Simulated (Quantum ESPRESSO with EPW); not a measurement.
GaAs: phonon-limited hole drift mobility along x at 300 K against the coarse meshes from which the couplings are interpolated (Quantum ESPRESSO with EPW, LDA, PseudoDojo 0.4 norm-conserving potentials with their local tails restored to the Coulomb form, DFPT electron-phonon coupling, iterative Boltzmann equation). Each run picks its fine mesh from its own bands, so these can differ.

GaAs has the cubic space group F-43m (No. 216), the zinc blende structure, Pearson symbol cF8. Cell: a = b = c = 5.598 Å, α = β = γ = 90.00°. Ga on 4a is coordinated by 4 As at 2.424 Å (tetrahedral). As on 4d has 4 Ga at 2.424 Å (tetrahedral). (Neighbours: up to the widest gap in distance over summed covalent radii, below 1.35, at either atom; cation-cation and far metal-metal contacts left out.)
(The calculation used a cell of 2 atoms; values per cell refer to that cell.)

| coarse k | coarse q | fine mesh | Wannier miss near the edge (meV) | μ (cm²/(V·s)) | move from a fine mesh of 0.7 the divisions | against the last row |
|---|---|---|---|---|---|---|
| 6×6×6 | 3×3×3 | 64×64×64 | 16 | 298 | 10 % | -2 % |
| 8×8×8 | 4×4×4 | 62×62×62 | 13 | 303 | 21 % | - |

The last step in the coarse meshes, 6×6×6/3×3×3 to 8×8×8/4×4×4, moves the value by 2 %, and the fine meshes of those two rows move it by up to 21 %. The step can't be told from the fine-mesh error, so the table bounds the uncertainty at about that size and doesn't show convergence below it.

Dilute carriers, scattering by harmonic phonons alone, dynamical quadrupoles left out; computed gap 0.50 eV. Without spin-orbit coupling the valence bands stay degenerate, which lowers hole mobilities. Leaving out quadrupoles slows convergence with the coarse q mesh and, in piezoelectric crystals, misstates scattering by acoustic modes, which can move the mobility by tens of per cent or more, whatever the mesh. Geometry: relaxed with this functional.
